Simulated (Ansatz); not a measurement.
The starting structures come from a database of crystals and need not be the phases stable at ambient conditions.

 Where the default PAW files enter, the runs use the earlier of Ansatz's two default sets.

The decay constant κ of evanescent states in the gap governs leakage through a thin film.

```
CELL_PARAMETERS angstrom
      6.03266     0.00000     0.00000
      0.00000     6.03266     0.00000
      3.01633    -3.01633     5.95266
ATOMIC_POSITIONS crystal
  Al 0.75000 0.75000 0.50000
  Al 0.50000 0.50000 0.00000
  Zn 0.00000 0.00000 0.00000
  Te 0.37269 0.13188 0.73620
  Te 0.13188 0.89111 0.26380
  Te 0.89111 0.60432 0.73620
  Te 0.60432 0.37269 0.26380
```

Space group of this cell: I-4. The cell is taken as given.

Transport runs along the normal of the first two printed cell vectors, the (001) plane of the conventional cell.

No gap correction and no spin-orbit coupling; mid-gap values are interpolated between computed energies.

Problem. Estimate the band gap and the smallest decay constant κ at mid-gap that r2SCAN (Ansatz, an electronic-structure program) returns for this system.

Solution. Gap 2.14 eV on a 6×6×6 mesh; κ = 0.176 1/Å, at the zone centre.
